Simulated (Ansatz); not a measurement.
Take MgIn2O4 (space group I-4, No. 82; a = 4.771 Å, c = 9.896 Å; a hypothetical phase, not in the database extracts checked) as the base.

Levels (all Ansatz, an electronic-structure program, PAW): PBEsol (420 eV, spin-orbit coupling left out); HSE06 (420 eV, no spin-orbit coupling).

The geometry is relaxed with PBEsol.

| Property | Result |
|---|---|
| PBEsol lowest conduction level above the VBM at special points | Γ 1.40 eV; M 3.76 eV; N 3.87 eV |

With HSE06 at the same geometry, the lowest conduction level above the VBM at special points goes from Γ 1.40 eV; M 3.76 eV; N 3.87 eV to Γ 3.01 eV; M 5.52 eV; N 5.66 eV.

Single points use the geometry relaxed with PBEsol. HSE06 gaps are upper bounds (no full band path). The levels and masses belong to the bands next to the band gap. No phonon test of stability was made.
